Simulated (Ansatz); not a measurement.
Take Pb in the fcc (Cu type) structure (space group Fm-3m, No. 225; a = 4.991 Å) as the base.

The values are results of r2SCAN in Ansatz (plane waves to 500 eV, PAW, scalar-relativistic without spin-orbit coupling), earlier PAW set, not measurements.

One change was made to it. Results:

```tsv
quantity	base	after
shortest interatomic distance	3.529 Å	3.367 Å
density	11.07 g/cm³	12.74 g/cm³
```

Task: Name the change that was made.
(A) pressure 30 GPa
(B) pressure 45 GPa
(C) pressure 18 GPa
(D) pressure −2 GPa
(E) pressure 9 GPa

Result: E, pressure 9 GPa. For comparison, the shortest interatomic distance in the other runs: pressure −2 GPa gives 3.588 Å; pressure 45 GPa gives 3.099 Å; pressure 18 GPa gives 3.270 Å; pressure 30 GPa gives 3.179 Å.

Load acts through the strain it causes; cell and atoms are relaxed under it. No phonon test of stability was made. Measured, Pb leaves this structure (for hcp) near 14 GPa (room temperature; as listed in arXiv:1906.07825).

Ansatz is an electronic-structure program.
